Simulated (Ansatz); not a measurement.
Take Cu in the fcc (Cu type) structure (space group Fm-3m, No. 225; a = 3.564 Å) as the base. Axes: x, y, z lie along the cube axes.

All numbers come from PBEsol in Ansatz (plane waves to 420 eV, PAW, without spin-orbit coupling).

For the base:

| Property | Result |
|---|---|
| Pressure | 0.0 GPa |
| Shortest interatomic distance | 4.762 bohr |

One thing is altered: a pure shear with ε_xy = ε_yx = -0.0165, atoms relaxed at fixed cell.

Task: Estimate the effect on the pressure.

Result: The pressure (mean of the normal stresses, compression positive) goes from zero to 0.2 GPa.

Task: How does this affect the energy relative to the base?

Result: The energy increases by 3.9 meV/atom.

Task: Estimate the effect on the shortest interatomic distance.

Result: The shortest interatomic distance shrinks by 0.079 bohr, from 4.762 bohr to 4.683 bohr.

Without a gap, meshes like the base's 22×22×22 leave anisotropic stresses uncertain by several tenths of a GPa, and small strain energies with them. The cells carry an imposed strain or load. Whether these cells are dynamically stable was not tested. All final runs are without spin polarisation.

Ansatz is an electronic-structure program.
